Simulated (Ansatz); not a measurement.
Hf: response to strain

Base system: Hf in the hcp (Mg type) structure (space group P6_3/mmc, No. 194; a = 3.198 Å, c = 5.049 Å; relaxed with 0.1 eV smearing). Axes: x lies along a and z along c of the hexagonal cell.

Strains are applied to the cell and any free atomic positions relax.

The values are results of r2SCAN (Ansatz, a program for electronic structure, PAW, without spin-orbit coupling), not measurements.

Notes on the quantities. energy relative to the base: free energy F; pressure: mean of the normal stresses, compression positive.

```json
[
 {"variant": "base", "energy relative to the base": "0 meV/atom", "volume per atom": "22.36 Å³", "pressure": "0.0 GPa"},
 {"variant": "uniaxial strain ε_xx = +0.50 %", "energy relative to the base": "+0.3 meV/atom", "volume per atom": "22.47 Å³", "pressure": "…"},
 {"variant": "uniaxial strain ε_xx = +1.00 %", "energy relative to the base": "+1.3 meV/atom", "volume per atom": "22.59 Å³", "pressure": "-1.1 GPa"},
 {"variant": "uniaxial strain ε_xx = +1.50 %", "energy relative to the base": "…", "volume per atom": "22.70 Å³", "pressure": "-1.6 GPa"},
 {"variant": "uniaxial strain ε_xx = +2.00 %", "energy relative to the base": "+5.0 meV/atom", "volume per atom": "22.81 Å³", "pressure": "-2.1 GPa"},
 {"variant": "uniaxial strain ε_xx = +2.50 %", "energy relative to the base": "+7.7 meV/atom", "volume per atom": "22.92 Å³", "pressure": "-2.6 GPa"},
 {"variant": "uniaxial strain ε_xx = +3.00 %", "energy relative to the base": "+11 meV/atom", "volume per atom": "23.03 Å³", "pressure": "-3.1 GPa"}
]
```

Some entries are withheld; estimate them.


- uniaxial strain ε_xx = +0.50 %, pressure: -0.5 GPa
- uniaxial strain ε_xx = +1.50 %, energy relative to the base: +2.8 meV/atom

Stability against distortions was not tested. All final runs are without spin polarisation.
